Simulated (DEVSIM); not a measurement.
Device: abrupt GaP p-n junction, at 300 K.

Layer 1 from the left is GaP, thickness (μm) 21.0, Na (cm⁻³) 2.6e17, τn (s) 1.4e-6, τp (s) 1.4e-6. Layer 2 from the left is GaP, thickness (μm) 25.0, Nd (cm⁻³) 1.8e15, τn (s) 1.4e-6, τp (s) 1.4e-6.

Left contact: ohmic. Right contact: ohmic. Voltage is applied to the left contact. Recombination: SRH at mid-gap. Mobility is constant in doping.

The device is made up for the run: typed textbook-type constants, with dimensions and the other settings drawn at random. Values at 300 K.

GaP: gap (eV) 2.26, affinity (eV) 3.8, permittivity 11.1, Nc (cm⁻³) 1.8e19, Nv (cm⁻³) 1.9e19, μn (cm²/Vs) 250, μp (cm²/Vs) 150.

Model (solved in DEVSIM): 1D drift-diffusion, Boltzmann statistics, complete ionisation; no tunnelling, impact ionisation, image-force lowering or self-heating.

Dark forward current:

| |V| (V) | |J| (A/cm²) |
|---|---|
| 0.70 | 3.904e-13 |
| 0.75 | 1.053e-12 |
| 0.80 | 2.844e-12 |
| 0.85 | 7.692e-12 |
| 0.90 | 2.084e-11 |
| 0.95 | 5.657e-11 |
| 1.00 | 1.539e-10 |
| 1.05 | 4.200e-10 |
| 1.10 | 1.150e-9 |
| 1.15 | 3.165e-9 |
| 1.20 | 8.786e-9 |
| 1.25 | 2.476e-8 |
| 1.30 | 7.197e-8 |
| 1.35 | 2.225e-7 |
| 1.40 | 7.703e-7 |
| 1.45 | 3.166e-6 |
| 1.50 | 1.574e-5 |
| 1.55 | 9.108e-5 |
| 1.60 | 0.0005766 |
| 1.65 | 0.003805 |
| 1.70 | 0.02497 |
| 1.75 | 0.1468 |
| 1.80 | 0.6666 |
| 1.85 | 2.338 |
| 1.90 | 6.788 |
| 1.95 | 16.83 |

**Question.** Work out the local ideality factor n = ΔV / (kT/q · ln(J2/J1)) between the rows 0.70 and 0.75 V, 1.60 and 1.65 V, 1.90 and 1.95 V.

**Answer.** kT/q = 25.85 mV. From 0.70 to 0.75 V: ln(1.053e-12/3.904e-13) = 0.992, n = 1.95, near the 2 of recombination in the depletion region. From 1.60 to 1.65 V: ln(0.003805/0.0005766) = 1.887, n = 1.03, near the 1 of diffusion or emission over a barrier. From 1.90 to 1.95 V: ln(16.83/6.788) = 0.908, n = 2.13.

**Question.** Estimate the current at 1.60 V from the Shockley equation with J0 = Σ q ni² D/(N L) coth(W/L), τ joining the SRH, radiative and Auger lifetimes that are on, and W taken as the whole layer.

**Answer.** ni² = 3.67 cm⁻⁶; electrons in the p layer: μ = 250 cm²/Vs, D = 6.46 cm²/s, τ = 1.40e-6 s, L = 30.1 μm, W/L = 0.70, term 8.06e-33 A/cm²; holes in the n layer: μ = 150 cm²/Vs, D = 3.88 cm²/s, τ = 1.40e-6 s, L = 23.3 μm, W/L = 1.1, term 6.88e-31 A/cm². J0 = 6.96e-31 A/cm², and J = J0 exp(qV/kT) = 0.000529 A/cm². The simulation gives 0.000577 A/cm²; the estimate lies 8.3 % below. The estimate leaves out recombination in the depletion region and that region's share of W.
